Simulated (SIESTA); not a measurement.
**A self-consistent single point of TiH2 (I4/mmm, 3 atoms in the cell) with SIESTA**

Level of theory: SIESTA 5.4.2 with LDA PW92, numerical atomic orbitals TZP, PseudoDojo LDA standard norm-conserving potentials (rewritten from UPF to PSML).

Input:

```
# files in the folder: H.psml Ti.psml (PseudoDojo LDA standard)
SystemName  TiH2
SystemLabel tih2

NumberOfAtoms                3
NumberOfSpecies              2
%block ChemicalSpeciesLabel
  1 1 H
  2 22 Ti
%endblock ChemicalSpeciesLabel
LatticeConstant              1.0 Ang
%block LatticeVectors
    -1.596500000    1.596500000    2.133500000
     1.596500000   -1.596500000    2.133500000
     1.596500000    1.596500000   -2.133500000
%endblock LatticeVectors
AtomicCoordinatesFormat      Fractional
%block AtomicCoordinatesAndAtomicSpecies
     0.750000000    0.250000000    0.500000000  1
     0.250000000    0.750000000    0.500000000  1
     0.000000000    0.000000000    0.000000000  2
%endblock AtomicCoordinatesAndAtomicSpecies

XC.functional                LDA
XC.authors                   PW92
PAO.BasisSize                TZP
PAO.EnergyShift              0.01 Ry
MeshCutoff                   400 Ry
%block kgrid.MonkhorstPack
   12   0   0  0.5
    0  12   0  0.5
    0   0  12  0.5
%endblock kgrid.MonkhorstPack
OccupationFunction           FD
ElectronicTemperature        50.0 meV

MaxSCFIterations             150
SCF.Mixer.Method             Broyden
SCF.Mixer.Weight             0.1
SCF.Mixer.History            6
SCF.DM.Tolerance             1.0E-04
Diag.ParallelOverK           true
WriteForces                  true
Charge.Mulliken              end
```

The program printed (abridged):

```
reinit: Reading from file input.fdf

reinit: System Name: TiH2
reinit: System Label: tih2

coor:   Atomic-coordinates input format  =     Fractional

siesta: Atomic coordinates (Bohr) and species
siesta:     -0.00000   3.01695   2.01587  1        1
siesta:      3.01695  -0.00000   2.01587  1        2
siesta:      0.00000   0.00000   0.00000  2        3

siesta: System type = bulk

initatomlists: Number of atoms, orbitals, and projectors:      3    37    28

siesta: ******************** Simulation parameters ****************************
redata: Spin configuration                          = none
redata: Time-Reversal Symmetry                      = T
redata: Number of Atomic Species                    =        2
redata: Mesh Cutoff                                 =   400.0000 Ry
redata: Net charge of the system                    =     0.0000 |e|
redata: Min. number of SCF Iter                     =        0
redata: Max. number of SCF Iter                     =      150
redata: SCF convergence failure will abort job
redata: SCF mix quantity                            = Hamiltonian
redata: Mix DM or H after convergence               =   F
redata: Recompute H after scf cycle                 =   F
redata: Mix DM in first SCF step                    =   T
redata: No kicks to SCF
redata: DM Mixing Weight for Kicks                  =     0.5000
redata: Require Harris convergence for SCF          =   F
redata: Harris energy tolerance for SCF             =     0.000100 eV
redata: Require DM convergence for SCF              =   T
redata: DM tolerance for SCF                        =     0.000100
redata: Require EDM convergence for SCF             =   F
redata: EDM tolerance for SCF                       =     0.001000 eV
redata: Require H convergence for SCF               =   T
redata: Hamiltonian tolerance for SCF               =     0.001000 eV
redata: Require (free) Energy convergence for SCF   =   F
redata: (free) Energy tolerance for SCF             =     0.000100 eV
redata: Using DFT-D3 dispersion                     =   F
redata: Using Saved Data (generic)                  =   F
redata: Method of Calculation                       = Diagonalization
redata: Electronic Temperature                      =   580.2259 K
redata: Number of TDED substeps                     =        3
redata: Dynamics option                             = Single-point calculation
redata: Save all siesta data in one NC              =   F
redata: ***********************************************************************

%block SCF.Mixers
  Broyden
%endblock SCF.Mixers

%block SCF.Mixer.Broyden
  # Mixing method
  method broyden

  # Mixing options
  weight 0.1000
  weight.linear 0.1000
  weight.prime 0.1000
  history 6
%endblock SCF.Mixer.Broyden

DM_history_depth set to one: no extrapolation allowed by default for geometry relaxation
Size of DM history Fstack: 1
Total number of electrons:    14.000000
Total ionic charge:    14.000000

* ProcessorY, Blocksize:    1  38

* Orbital distribution balance (max,min):    37    37

 Kpoints in:          864 . Kpoints trimmed:          864

siesta: k-grid: Number of k-points = 864
siesta: k-points from Monkhorst-Pack grid
siesta: k-cutoff (effective) =    18.638 Ang
siesta: k-point supercell and displacements
siesta: k-grid:    12     0     0      0.500
siesta: k-grid:     0    12     0      0.500
siesta: k-grid:     0     0    12      0.500

diag: Algorithm                                     = D&C
diag: Parallel over k                               =   F
diag: Use parallel 2D distribution                  =   F
diag: Parallel block-size                           = 38
diag: Parallel distribution                         =     1 x     1
diag: Used triangular part                          = Lower
diag: Absolute tolerance                            =  0.100E-15
diag: Orthogonalization factor                      =  0.100E-05
diag: Memory factor                                 =  1.0000

superc: Internal auxiliary supercell:     7 x     7 x     9  =     441
superc: Number of atoms, orbitals, and projectors:   1323  16317  12348

                        Single-point calculation

superc: Internal auxiliary supercell:     7 x     7 x     9  =     441
superc: Number of atoms, orbitals, and projectors:   1323  16317  12348

outcell: Unit cell vectors (Ang):
       -1.596500    1.596500    2.133500
        1.596500   -1.596500    2.133500
        1.596500    1.596500   -2.133500

outcell: Cell vector modules (Ang)   :    3.106356    3.106356    3.106356
outcell: Cell angles (23,13,12) (deg):    118.1459    118.1459     93.2426
outcell: Cell volume (Ang**3)        :     21.7516
new_DM -- step:     1
Initializing Density Matrix...

Attempting to read DM from file... Failed...
DM filled with atomic data:

InitMesh: MESH = 32 x 32 x 30 = 30720
InitMesh: Mesh cutoff (required, used) =   400.000   400.498 Ry

stepf: Fermi-Dirac step function

        iscf     Eharris(eV)        E_KS(eV)     FreeEng(eV)     dDmax    Ef(eV) dHmax(eV)
   scf:    1    -1632.602673    -1645.099175    -1645.108502  1.722485 -4.375495  8.130930
   scf:    2    -1646.790488    -1645.977459    -1645.987275  0.099604 -4.739685  6.212058
   scf:    3    -1647.741515    -1647.286608    -1647.298788  0.328972 -6.037635  0.437684
   scf:    4    -1647.289381    -1647.289623    -1647.301632  0.020039 -5.948286  0.247617
   scf:    5    -1647.294194    -1647.292543    -1647.304621  0.010802 -5.921227  0.081033
   scf:    6    -1647.292904    -1647.292762    -1647.304817  0.003235 -5.906481  0.015491
   scf:    7    -1647.292743    -1647.292753    -1647.304813  0.000306 -5.907371  0.019606
   scf:    8    -1647.292783    -1647.292772    -1647.304827  0.000921 -5.902937  0.001252
   scf:    9    -1647.292766    -1647.292769    -1647.304827  0.000112 -5.902728  0.001141
   scf:   10    -1647.292764    -1647.292767    -1647.304828  0.000088 -5.902658  0.000907

SCF Convergence by DM+H criterion
max |DM_out - DM_in|         :     0.0000875859
max |H_out - H_in|      (eV) :     0.0009068350
SCF cycle converged after 10 iterations

Using DM_out to compute the final energy and forces

siesta: E_KS(eV) =            -1647.2928

siesta: E_KS - E_eggbox =     -1647.2928

siesta: Atomic forces (eV/Ang):
     1    0.000208   -0.000208   -0.000000
     2   -0.000208    0.000208    0.000000
     3    0.000000    0.000000   -0.000000
   Tot    0.000000    0.000000   -0.000000
   Max    0.000208
   Res    0.000139    sqrt( Sum f_i^2 / 3N )
   Max    0.000208    constrained

Stress tensor Voigt[x,y,z,yz,xz,xy] (kbar):      102.84      102.84      104.81       -0.37       -0.37        0.27
(Free)E + p*V (eV/cell)    -1648.7099
Target enthalpy (eV/cell)    -1647.3048

siesta: Program's energy decomposition (eV):
siesta: Ebs     =      -420.470869
siesta: Eions   =      2456.421866
siesta: Ena     =       371.891707
siesta: Ekin    =       673.753970
siesta: Enl     =         0.861434
siesta: Eso     =         0.000000
siesta: Edftu   =         0.000000
siesta: DEna    =        16.866489
siesta: DUscf   =         0.936300
siesta: DUext   =         0.000000
siesta: Ex      =      -229.570534
siesta: Ec      =       -25.610266
siesta: Exc     =      -255.180801
siesta: Eharris =     -1647.292764
siesta: Etot    =     -1647.292767
siesta: FreeEng =     -1647.304828

siesta: Stress tensor (static) (eV/Ang**3):
siesta:     0.064187    0.000167   -0.000232
siesta:     0.000167    0.064187   -0.000232
siesta:    -0.000232   -0.000232    0.065420

siesta: Cell volume =         21.751564 Ang**3

siesta: Pressure (static):
siesta:                Solid            Molecule  Units
siesta:          -0.00070356         -0.00070345  Ry/Bohr**3
siesta:          -0.06459781         -0.06458762  eV/Ang**3
siesta:        -103.49710488       -103.48078045  kBar

mulliken: Atomic and Orbital Populations:

Species: H
Atom  Qatom  Qorb
               1s      1s      1s      2Ppy    2Ppz    2Ppx
   1  1.278   0.240  -0.009   0.866   0.061   0.059   0.061
   2  1.278   0.240  -0.009   0.866   0.061   0.059   0.061

Species: Ti
Atom  Qatom  Qorb
               3s      4s      4s      4s      3py     3pz     3px     4py
               4pz     4px     3dxy    3dyz    3dz2    3dxz    3dx2-y2 3dxy
               3dyz    3dz2    3dxz    3dx2-y2 3dxy    3dyz    3dz2    3dxz
               3dx2-y2
   3 11.444   1.905   0.267   0.001   0.126   1.944   1.942   1.944   0.311
              0.333   0.311   0.590   0.265   0.520   0.265   0.155  -0.145

             -0.025  -0.113  -0.025  -0.012   0.172   0.205   0.106   0.205

              0.194

mulliken: Qtot =       14.000

Mulliken Atomic Populations:
Atom #   charge [q] valence [e]  Species
     1    -0.278056    1.278056  H
     2    -0.278056    1.278056  H
     3     0.556111   11.443889  Ti
 Total     0.000000
```

The run converged in 10 iterations.

The starting cell comes from a database of published, mostly measured structures (it also holds non-ambient and calculated ones), without a prior relaxation at this level. Spin polarisation is off. Values carry the incompleteness of an atom-centred basis. With a pressure of about -10 GPa the cell is away from its equilibrium volume at this level.

Cost on one core of a shared machine: roughly 60 s.
